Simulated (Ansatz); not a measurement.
# Surface energy of the Nb(100) slab, the mean of its two faces: levels of theory

This concerns the surface energy of the Nb(100) slab, the mean of its two faces. Reaction: 7 Nb (bcc) → cell A.

A: a slab of Nb (bcc, Im-3m) cut along (100), 7 atoms, square cell of 3.31 Å (11.0 Å²), symmetry P4/mmm within 0.02 Å, 9.6 Å thick under 16 Å of vacuum, in-plane vectors held at the crystal's; planes from bottom to top: Nb × 7; all atoms within 0.5 Å of the crystal's sites, in a cell too small to show a reconstruction; spin state with PBE: run without spin.

Ansatz (a quantum-chemistry and plane-wave program) with PAW potentials; structures come from PBE relaxations, nuclei static, no net charge. Ansatz runs with its PAW set soft_1. Other levels take these structures. The lattices are those relaxed with PBE, so at other levels the solids can be strained, which adds to the spread. A dispersion term (D3(BJ), or D4 for r2SCAN) was computed beside these levels and is taken off wherever the name lacks it.

```tsv
Level	value (J/m²)
PBE	2.38
PBE+D3(BJ)	3.15
LDA	2.72
PBEsol	2.62
RPBE	…
r2SCAN+D4	2.62
```

### Question
Some entries are withheld; supply them.

### Answer

- RPBE, value (J/m²): 2.22

The levels shown span 0.93 J/m², from RPBE (2.22) to PBE+D3(BJ) (3.15).

Rough cost of one single point on cell A, against PBEsol's on the same shared machine and with each level's own mesh and cutoff: r2SCAN about 2 times.
